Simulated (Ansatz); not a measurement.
NbW3 (model structure, started from the A15 type, Pm-3n, No. 223, 8 atoms in the cell) was calculated with PBEsol (Ansatz, an electronic-structure program, PAW).

Run with plane-wave cutoff 520 eV, 12×12×12 k mesh, Fermi–Dirac smearing 0.05 eV, no spin polarisation, scalar-relativistic PAW data made under PBE.

Cell (relaxed at this level):

NbW$_{3}$ is taken in the cubic space group Pm-3n (No. 223), the A15 (Cr3Si type) structure, Pearson symbol cP8. Cell: a = b = c = 5.084 Å, α = β = γ = 90.00°. W on 6c is surrounded by 2 W at 2.542 Å and 8 W at 3.113 Å and 4 Nb at 2.842 Å. Nb on 2a has 12 W at 2.842 Å. (Neighbours: up to the widest gap in distance over summed covalent radii, below 1.35, at either atom.)

Question: What does this level give for the bulk modulus B0?

Answer: 
* **bulk modulus B0**: 277 GPa

Note: the run has no spin polarisation, so it can have missed a magnetic state; the bulk modulus is −V dP/dV from two relaxed cells at ±2 % in volume; the relaxation could raise the start's symmetry but not lower it, so the cell can be a saddle point.

Spin–orbit coupling is not included.

The computed numbers hold no vibrational or temperature effects.

A model structure was made by putting elements into a prototype or built by hand; it is no filed structure, need not be a known phase, and can be a saddle point held by its symmetry.
